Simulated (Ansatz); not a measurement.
**PBE against r2SCAN: MnSi, pressure 15 GPa**

The parent structure is MnSi (space group P2_13, No. 198; a = 4.5182 Å; ferromagnetic).

(Cell as relaxed with PBE.)

Levels (all Ansatz, a first-principles code, PAW, earlier PAW set): PBE (420 eV, without spin-orbit coupling); r2SCAN (500 eV, no spin-orbit coupling).

Each level relaxes its own structure.

| base | PBE | r2SCAN |
|---|---|---|
| volume per atom | 11.53 Å³ | 11.85 Å³ |
| lattice parameter a | 451.8 pm | 456.0 pm |
| band gap | zero | zero |
| largest site moment | 0.98 μB | 2.19 μB |

The change: a hydrostatic pressure of 15 GPa.

| quantity | PBE | r2SCAN |
|---|---|---|
| volume per atom | 10.81 Å³ | ? |
| largest site moment | 0.87 μB | ? |
| magnetic state | ferromagnetic | ? |

**Question.** Given the PBE results, estimate those of r2SCAN.

**Answer.** 
- volume per atom, r2SCAN: 11.04 Å³
- largest site moment, r2SCAN: 2.02 μB
- magnetic state, r2SCAN: ferromagnetic

PBE's volume per atom lies 0.224 Å³ below r2SCAN's (2.0 %); PBE's largest site moment lies 1.15 μB below r2SCAN's; the two agree on the magnetic state. Neither level is exact; r2SCAN is the comparison here, not a measurement.

The magnetic state is the one reached from the starting moments; the real material's order can differ, and small cells can't hold many antiferromagnetic ones. Load acts through the strain it causes; cell and atoms are relaxed under it. No phonon test of stability was made. Competing high-pressure phases were not computed.
